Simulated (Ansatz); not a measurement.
**Variants of one calculation on BaCaNbInO6 (P1, 10 atoms in the cell)**

```
CELL_PARAMETERS angstrom
      0.00000     4.15881     4.15881
      4.15881     0.00000     4.15881
      4.15881     4.15881     0.00000
ATOMIC_POSITIONS crystal
  Ba 0.25637 0.22433 0.27104
  Ca 0.76099 0.74303 0.76363
  Nb 0.48105 0.50863 0.51774
  In 0.99575 0.99175 0.01568
  O  0.75445 0.24755 0.23317
  O  0.73113 0.26033 0.73760
  O  0.23458 0.76410 0.72018
  O  0.26242 0.76518 0.24232
  O  0.77198 0.72013 0.25593
  O  0.25128 0.27496 0.74271
```

Base run A: PBE0, default PAW files made with PBE (Ansatz, a quantum-chemistry and plane-wave program), self-consistent single point.

Its settings: basis.ecutwfc = 420 eV; kpoints.mp_grid.grid = 3 3 3; hamiltonian.xc = pbe0; hamiltonian.pseudopotentials = {kind: paw} (the program's default PAW files); scf.occupations.method = fixed.

The starting cell comes from a database of computed structures (which also holds hypothetical and non-ambient phases and stackings), without a prior relaxation at this level. Its atoms were displaced at random from the sites of space group no. 216. In the base run, with a pressure of about -6 GPa the cell is away from its equilibrium volume at this level. In the base run, forces exceed 1 eV/Å. Ansatz's pressure includes its estimate of the finite-basis (Pulay) stress.

ΔF is the free energy per atom less that of run A. A dash stands where there is no value to compare (another energy zero or no entropy term, no result, no spin, no clean gap, or a mesh too coarse for one). Total energies depend on the potentials, the functional and any Hubbard or dispersion term, so they are compared only between runs that share all of them.

Runs D sample the zone with one or two k-points, far too few for so small a cell.

Run A gave: pressure (GPa) -5.62; largest force (eV/Å) 3.519; gap on the mesh (eV) 5.350; k-points 14.

Runs:
- B: hamiltonian.xc: pbe0 → pbesol [PBEsol]
- C: hamiltonian.xc: pbe0 → hse06 [HSE06]
- D: kpoints.mp_grid.grid: 3 3 3 → 1 1 1
- E: kpoints.mp_grid.grid: 3 3 3 → 2 2 2
- F: kpoints.mp_grid.shift: default → 0.5 0.5 0.5
- G: scf.convergence.dr2_threshold: default (1e-07 eV) → 1e-10 eV
- H: scf.mixing.preconditioner: default (the program chose none) → kerker; scf.mixing.q_tf: default → 3
- I: scf.mixing.algorithm: default (the program chose MSR1) → anderson; scf.mixing.beta: default → 0.1
- J: scf.eigensolver.kind: default (the program chose davidson) → davidson

Problem. What does run E change against A?

Solution. The free energy rises by 15.1 meV/atom, the pressure goes from -5.62 to -5.43 GPa, the largest force goes from 3.519 to 3.484 eV/Å and the gap on the mesh goes from 5.350 to 5.331 eV.

Problem. What does run F change against A?

Solution. The free energy hardly moves (within 1 meV/atom), the pressure moves little (-5.62 to -5.63 GPa), the largest force moves little (3.519 to 3.520 eV/Å) and the gap on the mesh goes from 5.350 to 5.498 eV.

```tsv
run	ΔF (meV/atom)	pressure (GPa)	largest force (eV/Å)	gap on the mesh (eV)	k-points
A	0.00	-5.62	3.519	5.350	14
B	–	-5.52	3.393	3.106	14
C	–	-5.56	3.514	4.586	14
D	567.5	2.61	3.071	5.247	1
E	15.1	-5.43	3.484	5.331	8
F	-0.59	-5.63	3.520	5.498	14
G	0.00	-5.62	3.519	5.350	14
H	0.00	-5.62	3.519	5.350	14
I	0.00	-5.62	3.519	5.350	14
J	0.00	-5.62	3.519	5.350	14
```

Keys are those of Ansatz 0.2.
